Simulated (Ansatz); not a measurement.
# What pressure 30 GPa does to Ga2O3

Start from Ga2O3 in the corundum structure (space group R-3c, No. 167; a = 4.950 Å, c = 13.306 Å (hexagonal axes)).

It is then changed as follows: cell and atoms relaxed at a pressure of 30 GPa.

Level of theory: LDA, PAW, 420 eV (Ansatz, a first-principles code; spin-orbit coupling left out). k-mesh 8×8×8 (Γ-centred); smearing 0.05 eV (Fermi–Dirac).

```tsv
quantity	base	changed	shift
volume per atom	9.41 Å³	8.51 Å³	-0.906 Å³
lattice parameter a	4.950 Å	4.810 Å	-0.140 Å
c/a ratio	2.688	2.648	-0.040
shortest interatomic distance	1.911 Å	1.848 Å	-0.063 Å
enthalpy H = E + PV relative to the base's energy	–	+1.67 eV/atom	–
band gap	3.04 eV	4.16 eV	+1.12 eV
gap character	indirect, Γ–S₀ (50 % along) → Γ	indirect, Γ–S₀ (50 % along) → Γ	–
smallest direct gap	3.31 eV	4.49 eV	+1.18 eV
width of the top valence band	0.47 eV	0.52 eV	+0.05 eV
electron mass	0.24 mₑ (at Γ)	0.31 mₑ along c, 0.29 mₑ across (at Γ)	–
```

Cost of the whole job for the changed cell (relaxation, final SCF and bands): about 3 core-minutes (a rough figure).

Load acts through the strain it causes; cell and atoms are relaxed under it. Masses are band curvatures over ±0.01 Å⁻¹ around the edge. Whether these cells are dynamically stable was not tested. No other phases were tried under pressure.
